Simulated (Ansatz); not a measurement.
Defect migration in diamond with all lengths changed by -1 %: interstitial Cu, charge state +1. Calculation: PBE, PAW (plane waves to 420 eV; Ansatz, a quantum-chemistry and plane-wave program).

Cell of 64 host sites held at the strained lattice (strain from the relaxed PBE one, atoms relaxed); a 2×2×2 k-point mesh shifted by half a step; Fermi-Dirac width 0.01 eV, spin-restricted; finite-size errors left in. Static, classical nuclei. The host's phase is taken as given; its stability against other phases was not computed. The charge state is imposed; whether it is stable for some Fermi level was not computed. Sites that were not tried may lie lower.

Barriers: single points on a 3×3×3 k-point mesh shifted by half a step at the bands' geometries.

Relaxed starting cell (atoms counted from 1):

```
CuC64
1.0
    7.07167     0.00000     0.00000
    0.00000     7.07167     0.00000
    0.00000     0.00000     7.07167
C Cu
64 1
Direct
  0.99995   0.99993   0.26974
  0.00000   0.00002   0.73326
  0.99998   0.49997   0.25385
  0.99999   0.49999   0.74922
  0.50000   0.99997   0.25385
  0.49999   0.99998   0.74923
  0.49998   0.49996   0.25151
  0.49999   0.49999   0.75156
  0.12655   0.37879   0.12809
  0.12553   0.37724   0.62427
  0.14049   0.85930   0.14226
  0.12654   0.87343   0.62272
  0.62278   0.37717   0.12706
  0.62499   0.37497   0.62654
  0.62116   0.87339   0.12812
  0.62276   0.87445   0.62433
  0.00003   0.26824   0.00149
  0.99999   0.25229   0.50152
  0.99992   0.73175   0.00159
  0.99997   0.74767   0.50155
  0.50000   0.25228   0.00153
  0.50001   0.24996   0.50152
  0.49997   0.74766   0.00154
  0.49998   0.75000   0.50155
  0.12653   0.12652   0.38032
  0.14072   0.14077   0.86082
  0.12551   0.62276   0.37877
  0.12652   0.62119   0.87499
  0.62278   0.12549   0.37875
  0.62119   0.12652   0.87499
  0.62497   0.62497   0.37654
  0.62276   0.62275   0.87601
  0.26828   0.00002   0.00152
  0.25229   0.99998   0.50152
  0.25228   0.49999   0.00153
  0.24997   0.50000   0.50152
  0.73179   0.99993   0.00155
  0.74767   0.99997   0.50154
  0.74767   0.49996   0.00154
  0.75000   0.49997   0.50153
  0.37498   0.37497   0.37652
  0.37723   0.37722   0.87599
  0.37721   0.87445   0.37875
  0.37880   0.87342   0.87498
  0.87446   0.37719   0.37874
  0.87343   0.37879   0.87496
  0.87340   0.87340   0.38037
  0.85926   0.85934   0.86103
  0.24985   0.24984   0.25140
  0.25713   0.25715   0.74436
  0.25706   0.74289   0.25863
  0.24984   0.75012   0.75168
  0.74293   0.25701   0.25860
  0.75012   0.24985   0.75166
  0.75009   0.75008   0.25142
  0.74290   0.74288   0.74447
  0.37881   0.12653   0.12811
  0.37723   0.12552   0.62429
  0.37720   0.62276   0.12706
  0.37497   0.62499   0.62655
  0.85936   0.14046   0.14216
  0.87342   0.12655   0.62271
  0.87339   0.62114   0.12812
  0.87446   0.62276   0.62433
  0.00024   0.00007   0.00134
```
Cell charge +1.

End state 1 differs by these moves (Å; atoms that move under 0.08 Å are left out):

```tsv
atom	element	Δx	Δy	Δz
1	C	0.11	0.11	-0.02
2	C	0.01	0.01	0.10
11	C	0.02	0.11	-0.11
15	C	-0.10	0.01	-0.01
17	C	0.01	-0.10	-0.01
19	C	0.11	0.02	-0.11
26	C	-0.11	-0.11	0.11
31	C	-0.05	-0.05	0.05
33	C	-0.10	0.01	-0.01
37	C	0.02	0.11	-0.11
47	C	0.01	0.01	0.10
48	C	0.11	0.11	-0.02
50	C	-0.05	-0.05	0.05
55	C	-0.11	-0.11	0.11
61	C	0.11	0.02	-0.11
63	C	0.01	-0.10	-0.01
65	Cu	-0.89	-0.89	0.89
```

Question: Estimate the forward and backward barriers to end state 1 that PBE, PAW returns for this input.

Answer: forward 0.57 eV, backward 0.57 eV; at the saddle point atom 65 has neighbours 6 C at 1.71 Å. The saddle point's order was not checked, and it lies on a symmetry element of the cell, where a band can be held.
